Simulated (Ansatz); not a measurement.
Consider BaTiO3 (space group P4mm, No. 99; a = 3.9554 Å, c = 4.0442 Å).

Levels (all Ansatz, a program for electronic structure, PAW): PBEsol (420 eV, spin-orbit coupling left out); r2SCAN (500 eV, no spin-orbit coupling); HSE06 (420 eV, no SOC).

At the geometry relaxed with PBEsol, these levels gave the following band gaps, in shuffled order: (a) 3.34 eV, (b) 2.26 eV, (c) 1.85 eV.

Q: Match each gap to its level.

A: (a) HSE06; (b) r2SCAN; (c) PBEsol.

Single points use the geometry relaxed with PBEsol. The hybrid gap comes from the SCF mesh plus the semilocal run's edge points and a few special points and is an upper bound. Whether these cells are dynamically stable was not tested. All final runs are without spin polarisation.
